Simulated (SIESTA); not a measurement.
SIESTA run on TiCrB₄ (P6/mmm, 6 atoms in the cell): self-consistent single point.

Level of theory: GGA PBEsol, numerical atomic orbitals TZP, PseudoDojo PBEsol standard norm-conserving potentials (rewritten from UPF to PSML) in SIESTA.

```
TiCrB4
1.0
    3.01633     0.00000     0.00000
   -1.50816     2.61222     0.00000
    0.00000     0.00000     6.13163
Ti Cr B
1 1 4
Direct
  0.00000   0.00000   0.50000
  0.00000   0.00000   0.00000
  0.33333   0.66667   0.75959
  0.66667   0.33333   0.24041
  0.66667   0.33333   0.75959
  0.33333   0.66667   0.24041
```

Reference input (self-consistent single point, DFT, LDA PW92, numerical atomic orbitals TZP, PseudoDojo LDA standard norm-conserving potentials (rewritten from UPF to PSML)): XC.functional = LDA; XC.authors = PW92; potentials = PseudoDojo LDA standard; PAO.BasisSize = TZP; PAO.EnergyShift = 0.01 Ry; MeshCutoff = 350 Ry; kgrid.MonkhorstPack = 10 10 5; OccupationFunction = MP; OccupationMPOrder = 0; ElectronicTemperature = 136 meV; MaxSCFIterations = 150; SCF.Mixer.Method = Pulay. This run's input differs from it in these lines:

```diff
@@ -1,2 +1,2 @@
-# files in the folder: Ti.psml Cr.psml B.psml (PseudoDojo LDA standard)
+# files in the folder: Ti.psml Cr.psml B.psml (PseudoDojo PBEsol standard)
 SystemName  TiCrB4
@@ -27,4 +27,4 @@
 
-XC.functional                LDA
-XC.authors                   PW92
+XC.functional                GGA
+XC.authors                   PBEsol
 PAO.BasisSize                TZP
```

The program printed (abridged):

```
        iscf     Eharris(eV)        E_KS(eV)     FreeEng(eV)     dDmax    Ef(eV) dHmax(eV)
   scf:    1    -4018.163087    -4258.318906    -4258.344501  1.728343 -3.213025 63.685656
   scf:    2    -3293.611100    -4084.723024    -4084.748277  0.977579 -7.987470 96.216332
   scf:    3    -4331.048937    -4352.180937    -4352.207149  0.566752 -4.812179  9.818827
   scf:    4    -4327.398477    -4348.021435    -4348.054854  0.185046 -6.491810 16.448847
   scf:    5    -4339.693582    -4352.400449    -4352.424489  0.159001 -5.087500 10.767145
   [... 6 lines left out ...]
   scf:   12    -4355.272934    -4355.272892    -4355.305824  0.000348 -5.649029  0.006397
   scf:   13    -4355.272875    -4355.272884    -4355.305825  0.000056 -5.649512  0.000728
   scf:   14    -4355.272885    -4355.272885    -4355.305825  0.000010 -5.649442  0.000281
   scf:   15    -4355.272885    -4355.272885    -4355.305825  0.000003 -5.649426  0.000006
SCF Convergence by DM+H criterion
max |DM_out - DM_in|         :     0.0000028407
max |H_out - H_in|      (eV) :     0.0000061319
SCF cycle converged after 15 iterations

Using DM_out to compute the final energy and forces

siesta: E_KS(eV) =            -4355.2729

siesta: E_KS - E_eggbox =     -4355.2729

siesta: Atomic forces (eV/Ang):
     1    0.000000   -0.000000   -0.000000
     2    0.000000   -0.000000    0.000000
     3   -0.000044    0.000024    0.017119
     4    0.000044   -0.000024   -0.017119
     5    0.000044   -0.000024    0.017119
     6   -0.000044    0.000024   -0.017119
   Tot    0.000000   -0.000000   -0.000000
   Max    0.017119
   Res    0.008070    sqrt( Sum f_i^2 / 3N )
   Max    0.017119    constrained

   [... lines left out ...]
siesta: FreeEng =     -4355.305825
   [... lines left out ...]
siesta:     0.038603    0.000024   -0.000000
siesta:     0.000024    0.038630   -0.000000
siesta:    -0.000000   -0.000000    0.075442

siesta: Cell volume =         48.313023 Ang**3

siesta: Pressure (static):
siesta:                Solid            Molecule  Units
siesta:          -0.00055428         -0.00056249  Ry/Bohr**3
siesta:          -0.05089201         -0.05164521  eV/Ang**3
siesta:         -81.53798923        -82.74474689  kBar
```

The run converged in 15 iterations. Against the reference run the pressure goes from -14.87 to -8.15 GPa and the largest force hardly changes (0.021 to 0.017 eV/Å).

The starting cell comes from a database of computed structures (which also holds hypothetical and non-ambient phases and stackings), without a prior relaxation at this level. Spin polarisation is off. Values carry the incompleteness of an atom-centred basis. With a pressure of about -8 GPa the cell is away from its equilibrium volume at this level.

Cost on one core of a shared machine: roughly 3 min.
